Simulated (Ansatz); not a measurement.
Start from ZnAg in the CsCl type structure (space group Pm-3m, No. 221; a = 3.118 Å). Axes: x, y, z lie along the cube axes.

Level of theory: PBEsol in Ansatz (plane waves to 420 eV, PAW, no SOC).

Base values:

| Item | Value |
|---|---|
| Shortest interatomic distance | 2.700 Å |

Perturbation: a free-standing slab of 3 layers (6 atoms, 2 a layer) is cut normal to [110], with 15 Å of vacuum and the in-plane cell held at bulk.

**Question.** What happens to the change of the spacing d12 from its bulk value of 2.204 Å?

**Answer.** The change of the spacing d12 from its bulk value of 2.204 Å is +1.8 %.

**Question.** How does this affect the excess energy per area of both faces?

**Answer.** The excess energy per area of both faces (slab less bulk energy over the cell's area: twice a surface energy) comes out as 2.1 J/m² (uncertain by up to 0.07 J/m²).

**Question.** What does the calculation give for the shortest interatomic distance after the change?

**Answer.** The shortest interatomic distance drops by 0.003 Å, from 2.700 Å to 2.697 Å.

Slab and bulk use different k-meshes, which limits the precision of the excess energy. Whether these cells are dynamically stable was not tested.

Ansatz is an electronic-structure program.
